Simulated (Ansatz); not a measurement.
Voigt–Reuss–Hill bulk modulus (GPa) of solids drawn from the class of silicides and borides, at two levels: PBE (plane waves, PAW; Ansatz, an electronic-structure program), and PBEsol in Ansatz (plane waves, PAW).

```csv
solid,PBE,PBEsol
AlB2-type ZrB2,238,250
AlB2-type MgB2,148,151
AlB2-type HfB2,249,?
C11b WSi2,218,232
C11b MoSi2,205,219
AlB2-type TiB2,253,266
```

Q: Estimate the withheld PBEsol value from the other rows.

A: One way: carry over the typical ratio. The ratios PBEsol / PBE of the other rows, in order: 1.020, 1.050, 1.051, 1.064, 1.068; median 1.051. AlB2-type HfB2: 249 × 1.051 = 262 GPa; the run gives 261 GPa. The ratios spread from 1.020 to 1.068, so such an estimate is rough.

Over all 6 rows PBEsol is the larger in 6.

Ansatz's runs of these crystals have no spin polarisation.

Spin–orbit coupling is left out, also for the solids with elements from indium on (AlB2-type HfB2, C11b WSi2); its size isn't shown.

Each level is taken at its own relaxed cell. Ansatz's density-functional and Hartree–Fock values are scalar-relativistic unless marked +SOC, with PAW data made under PBE.
